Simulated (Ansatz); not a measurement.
Structures of equal composition on the (000-1) surface of 4H silicon carbide (C plane on top): (√3x√3)R30° Ag adatom at H3; (√3x√3)R30° Ag adatom at T4. The slabs share one bottom face, and each structure is named by its start. These are constructed structures in small cells; real faces may alloy, dewet or reconstruct in larger ones, and not all known structures of the face are among them. Slabs of about 11 Å, Fermi-Dirac smearing of 0.025 eV. Bottom of the slabs: H caps. Relaxed from the named starts with such symmetry as they have, on meshes of like density; energies extrapolated to zero smearing; spin only where a row says so; no spin-orbit coupling, no U. Brackets mark spin-polarised runs, whose order is one that fits the cell. Where a second, spin-polarised start was run, the lower counts.

Method: PBE (plane waves to 420 eV, PAW; Ansatz, an electronic-structure program).

Rank these by energy per 1x1 cell (lowest first), as PBE gives it.

(√3x√3)R30° Ag adatom at H3 (0.000 eV, no gap on the mesh), (√3x√3)R30° Ag adatom at T4 (0.036 eV, no gap on the mesh)
